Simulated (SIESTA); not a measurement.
A self-consistent single point of SiMo3 (Pm-3n, 8 atoms in the cell) with SIESTA.

Method of the run: GGA PBE, numerical atomic orbitals DZP, PseudoDojo PBE standard norm-conserving potentials (rewritten from UPF to PSML) (SIESTA 5.4.2).

```
SiMo3
1.0
    4.96305     0.00000     0.00000
    0.00000     4.96305     0.00000
    0.00000     0.00000     4.96305
Si Mo
2 6
Cartesian
  2.48152   2.48152   2.48152
  0.00000   0.00000   0.00000
  0.00000   2.48152   1.24076
  0.00000   2.48152   3.72228
  1.24076   0.00000   2.48152
  3.72228   0.00000   2.48152
  2.48152   1.24076   0.00000
  2.48152   3.72228   0.00000
```

Reference input (self-consistent single point, DFT, GGA PBE, numerical atomic orbitals DZP, PseudoDojo PBE standard norm-conserving potentials (rewritten from UPF to PSML)): XC.functional = GGA; XC.authors = PBE; potentials = PseudoDojo PBE standard; PAO.BasisSize = DZP; PAO.EnergyShift = 0.005 Ry; MeshCutoff = 400 Ry; kgrid.MonkhorstPack = 7 7 7; OccupationFunction = MP; OccupationMPOrder = 0; ElectronicTemperature = 1160.45 K; MaxSCFIterations = 150; SCF.Mixer.Method = Pulay. This run's input differs from it in these lines:

```diff
@@ -39,3 +39,3 @@
 OccupationFunction           MP
-OccupationMPOrder            0
+OccupationMPOrder            1
 ElectronicTemperature        1160.45 K
```

Output (repeated stretches shortened):

```
        iscf     Eharris(eV)        E_KS(eV)     FreeEng(eV)     dDmax    Ef(eV) dHmax(eV)
   scf:    1   -11617.356566   -11691.787328   -11691.789718  0.698485 -3.353763  7.486989
   scf:    2   -11702.069558   -11697.211844   -11697.214664  0.120984 -3.649122  5.652819
   scf:    3   -11705.385240   -11703.283122   -11703.288707  0.318235 -4.491519  1.038847
   scf:    4   -11703.679131   -11703.509246   -11703.514506  0.096830 -4.611206  0.271582
   scf:    5   -11703.536919   -11703.524762   -11703.529913  0.020830 -4.660569  0.073803
   [... 2 lines left out ...]
   scf:    8   -11703.525776   -11703.525781   -11703.530847  0.000117 -4.691193  0.000465
   scf:    9   -11703.525782   -11703.525781   -11703.530847  0.000113 -4.691372  0.000716
   scf:   10   -11703.525782   -11703.525782   -11703.530847  0.000058 -4.691368  0.000002
   scf:   11   -11703.525782   -11703.525782   -11703.530847  0.000000 -4.691367  0.000001
SCF Convergence by DM+H criterion
max |DM_out - DM_in|         :     0.0000002304
max |H_out - H_in|      (eV) :     0.0000011513
SCF cycle converged after 11 iterations

Using DM_out to compute the final energy and forces

siesta: E_KS(eV) =           -11703.5258

siesta: E_KS - E_eggbox =    -11703.5258

siesta: Atomic forces (eV/Ang):
     1    0.000000    0.000000    0.000000
     2    0.000000    0.000000    0.000000
     3    0.000000    0.000000    0.000000
     4    0.000000    0.000000   -0.000000
     5    0.000000    0.000000    0.000000
     6    0.000000    0.000000    0.000000
     7    0.000000   -0.000000    0.000000
     8    0.000000    0.000000    0.000000
   Tot    0.000000    0.000000    0.000000
   Max    0.000000
   Res    0.000000    sqrt( Sum f_i^2 / 3N )
   Max    0.000000    constrained

   [... lines left out ...]
siesta: FreeEng =    -11703.530847
   [... lines left out ...]
siesta:     0.038808   -0.000000   -0.000000
siesta:    -0.000000    0.038808   -0.000000
siesta:    -0.000000   -0.000000    0.038808

siesta: Cell volume =        122.248884 Ang**3

siesta: Pressure (static):
siesta:                Solid            Molecule  Units
siesta:          -0.00042267         -0.00042267  Ry/Bohr**3
siesta:          -0.03880801         -0.03880801  eV/Ang**3
siesta:         -62.17728475        -62.17728620  kBar
```

The run converged in 11 iterations. Against the reference run the free energy goes up by 1.4 meV/atom and the pressure moves little (-6.19 to -6.22 GPa).

The starting cell comes from a database of computed structures (which also holds hypothetical and non-ambient phases and stackings), without a prior relaxation at this level. Its lattice was rescaled by a random factor within 2.5 % of one. Spin polarisation is off. Values carry the incompleteness of an atom-centred basis. With a pressure of about -6 GPa the cell is away from its equilibrium volume at this level.

Cost on one core of a shared machine: roughly 4 min.
